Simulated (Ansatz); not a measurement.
Base system: GaN (space group Pm-3n, No. 223; a = 5.571 Å; a hypothetical phase, not in the database extracts checked).

(Cell as relaxed with PBE.)

Levels (all Ansatz, a first-principles code, PAW): PBE (420 eV, no spin-orbit coupling); PBEsol (420 eV, no SOC).

Each level relaxes its own structure.

| base | PBE | PBEsol |
|---|---|---|
| volume per atom | 14.41 Å³ | 13.96 Å³ |
| lattice parameter a | 5.571 Å | 5.513 Å |
| band gap | 1.50 eV | 1.56 eV |

The change: a hydrostatic pressure of 0.3 GPa.

```tsv
quantity	PBE	PBEsol
electron mass	0.19 mₑ (at Γ)	0.20 mₑ (at Γ)
shortest interatomic distance	1.968 Å	1.948 Å
band gap	1.51 eV	1.57 eV
shift of the gap caused by the change	+0.01 eV	+0.01 eV
```

PBE's shortest interatomic distance lies 0.020 Å above PBEsol's (1.1 %); PBE's band gap lies 0.06 eV below PBEsol's; the two agree on the shift of the gap caused by the change. Neither level is exact; PBEsol is the comparison here, not a measurement.

Load acts through the strain it causes; cell and atoms are relaxed under it. Effective masses come from finite differences of ±0.01 Å⁻¹. Whether these cells are dynamically stable was not tested.
